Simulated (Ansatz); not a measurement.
A computed series for SiS2: pressure series

Consider SiS2 (space group Ibam, No. 72; made of chains).

```xyz
6
Lattice="-3.0093 4.6978 2.7724 3.0093 -4.6978 2.7724 3.0093 4.6978 -2.7724" Properties=species:S:1:pos:R:3 pbc="T T T"
S      1.8381     3.5651     2.7724
S      1.1711    -1.1327     2.7724
S      1.8381     5.8304     0.0000
S      1.1711     1.1327     0.0000
Si     0.0000     0.0000     4.1586
Si     0.0000     0.0000     1.3862
```

Cell and atoms are relaxed at each pressure.

Method: Ansatz (a quantum-chemistry and plane-wave program), PBEsol, PAW, cutoff 420 eV, without spin-orbit coupling.

Computed cases, in order: 0 GPa (base); pressure 0.9 GPa; pressure 2.1 GPa; pressure 4.5 GPa; pressure 9 GPa; pressure 15 GPa.

Q: Between which two neighbouring cases does the gap turn between direct and indirect?

A: Between pressure 9 GPa (2.04 eV, indirect, Σ₀–Γ (18 % along) → Γ) and pressure 15 GPa (1.45 eV, direct at Γ). The whole series: 0 GPa (base): 2.80 eV, indirect, Σ₀–Γ (11 % along) → G₀–X (50 % along); pressure 0.9 GPa: 2.55 eV, indirect, Σ₀–Γ (20 % along) → X; pressure 2.1 GPa: 2.37 eV, indirect, Σ₀–Γ (20 % along) → X; pressure 4.5 GPa: 2.20 eV, indirect, Σ₀–Γ (20 % along) → X; pressure 9 GPa: 2.04 eV, indirect, Σ₀–Γ (18 % along) → Γ; pressure 15 GPa: 1.45 eV, direct at Γ.

Load acts through the strain it causes; cell and atoms are relaxed under it. Stability against distortions was not tested. No other phases were tried under pressure. No dispersion term is included in the PBEsol runs.
